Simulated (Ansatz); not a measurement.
## Mo: response to strain

The reference is Mo in the bcc (W type) structure (space group Im-3m, No. 229; relaxed with 0.1 eV smearing).

```
CELL_PARAMETERS angstrom
     -1.57548     1.57548     1.57548
      1.57548    -1.57548     1.57548
      1.57548     1.57548    -1.57548
ATOMIC_POSITIONS crystal
  Mo 0.00000 0.00000 0.00000
```

Cartesian axes are those of the cell as printed.

Strains are applied to the cell and any free atomic positions relax; under biaxial strain the out-of-plane vector relaxes too.

Computed with r2SCAN (Ansatz, a program for electronic structure; PAW; 500 eV plane waves; no SOC).

Notes on the quantities. energy relative to the base: free energy F; in-plane stress: mean in-plane stress (compression positive).

```csv
change,out-of-plane strain,energy relative to the base,in-plane stress
base,–,0 meV/atom,–
"biaxial strain +0.50 %, plane normal [001], relaxed out of plane",-0.33 %,(withheld),-2.7 GPa
"biaxial strain +1.00 %, plane normal [001], relaxed out of plane",-0.64 %,(withheld),-5.3 GPa
"biaxial strain +1.50 %, plane normal [001], relaxed out of plane",-0.96 %,+12 meV/atom,-7.8 GPa
"biaxial strain +2.00 %, plane normal [001], relaxed out of plane",(withheld),+20 meV/atom,-10.1 GPa
"biaxial strain +2.50 %, plane normal [001], relaxed out of plane",-1.57 %,+32 meV/atom,-12.4 GPa
"biaxial strain +3.00 %, plane normal [001], relaxed out of plane",-1.87 %,+45 meV/atom,(withheld)
```

Some entries are withheld; estimate them.


- biaxial strain +0.50 %, plane normal [001], relaxed out of plane, energy relative to the base: +1.3 meV/atom
- biaxial strain +1.00 %, plane normal [001], relaxed out of plane, energy relative to the base: +5.2 meV/atom
- biaxial strain +2.00 %, plane normal [001], relaxed out of plane, out-of-plane strain: -1.27 %
- biaxial strain +3.00 %, plane normal [001], relaxed out of plane, in-plane stress: -14.6 GPa

Whether these cells are dynamically stable was not tested. The final runs are not spin-polarised.
